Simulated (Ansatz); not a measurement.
Take WS$_{2}$ (space group P6_3/mmc, No. 194; layered, stacked along the Cartesian z axis) as the base.

```yaml
crystal:
  lattice:
    - [3.15413, 0.00000, 0.00000]
    - [-1.57707, 2.73156, 0.00000]
    - [0.00000, 0.00000, 12.14083]
  atoms:
    - { symbol: W, position: [0.66667, 0.33333, 0.75000] }
    - { symbol: W, position: [0.33333, 0.66667, 0.25000] }
    - { symbol: S, position: [0.66667, 0.33333, 0.37970] }
    - { symbol: S, position: [0.33333, 0.66667, 0.87970] }
    - { symbol: S, position: [0.33333, 0.66667, 0.62030] }
    - { symbol: S, position: [0.66667, 0.33333, 0.12030] }
```

Cartesian axes are those of the cell as printed.

Level of theory: Kohn–Sham DFT with the PBE-D3(BJ) functional, run in Ansatz (a program for electronic structure) with PAW and 420 eV plane waves, no spin-orbit coupling.

For the base:

```
Item                                            Value
---------------------  ------------------------------
Valence-band top at Γ           0.00, -1.30, -1.42 eV
Gap character          indirect, Γ → K–Γ (47 % along)
```

Now apply this change: uniaxial strain ε_zz = −3.00 %, all other strain components held at zero; the atoms relax in the strained cell.

Problem. Predict the new valence-band top at Γ.

Solution. The valence-band top at Γ (three highest levels, from the VBM) changes from 0.00, -1.30, -1.42 eV to 0.00, -1.24, -1.43 eV.

Problem. What does the calculation give for the stress after the change?

Solution. The stress (xx, yy, zz, yz, xz, xy; compression positive) comes out as (0.43, 0.43, 2.59, 0.00, 0.00, 0.00) GPa.

Problem. Predict the new gap character.

Solution. The gap character remains indirect, Γ → K–Γ (47 % along).

With W present, leaving out spin-orbit coupling can change the band edges. Whether these cells are dynamically stable was not tested.
